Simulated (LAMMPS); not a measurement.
An MD run on Ni (fcc), 4000 atoms, at 1300 K and 0 GPa, heated as the crystal.

All values are model results, not measurements: classical MD, pair style eam, the elements' _u3.eam files (universal-3 set of Foiles, Baskes and Daw), run in LAMMPS.

| Item | Value |
|---|---|
| state found | crystal; no diffusion seen in 30 ps |
| density | 8.3672 ± 0.0002 g/cm³ |
| volume per atom | 11.6482 ± 0.0003 Å³ |
| enthalpy per atom | -4.0894 ± 0.0001 eV |
| first peak of g(r) | 2.50 Å, height 4.2 |
| coordination number | 12.0 (counted to 3.10 Å) |
| most common Ni-Ni-Ni angle | in the 3° bin centred on 58.5° (mean of all 97°) |
| mean frequency of the velocity spectrum | 6.0 THz |
| cost | about 3 core-minutes (a rough figure) |

Potential: the _u3.eam files of the LAMMPS distribution; the Cu file's header cites Foiles et al, Phys Rev B, 33, 7983 (1986).

States go by the mean squared displacement: a species diffuses where it passes 1.5 Å², still rises and gives D over 1e-6 cm²/s; a crystal has left its structure where atoms lie 0.35 Å off their sites on average or a cubic box changes its shape by 3 %.

Uncertainties are statistical and leave out the potential's own error.

```csv
frequency (THz),spectral density (1/THz)
0.08250,0.0001
0.4115,0.0016
0.7405,0.0051
1.070,0.0112
1.399,0.0195
1.728,0.0270
2.058,0.0392
2.386,0.0508
2.716,0.0647
3.045,0.0838
3.374,0.1066
3.703,0.1315
4.033,0.1540
4.361,0.1654
4.691,0.1719
5.020,0.1798
5.349,0.1815
5.678,0.1727
6.008,0.1533
6.336,0.1365
6.665,0.1284
6.995,0.1212
7.324,0.1188
7.653,0.1297
7.982,0.1369
8.311,0.1244
8.640,0.0993
8.970,0.0715
9.299,0.0506
9.628,0.0364
9.957,0.0271
10.29,0.0215
10.62,0.0172
10.95,0.0140
11.27,0.0118
11.60,0.0101
11.93,0.0085
12.26,0.0074
12.59,0.0064
12.92,0.0056
13.25,0.0050
13.58,0.0043
13.91,0.0036
14.24,0.0031
14.57,0.0027
14.89,0.0023
15.22,0.0020
15.55,0.0017
15.88,0.0014
16.21,0.0012
```
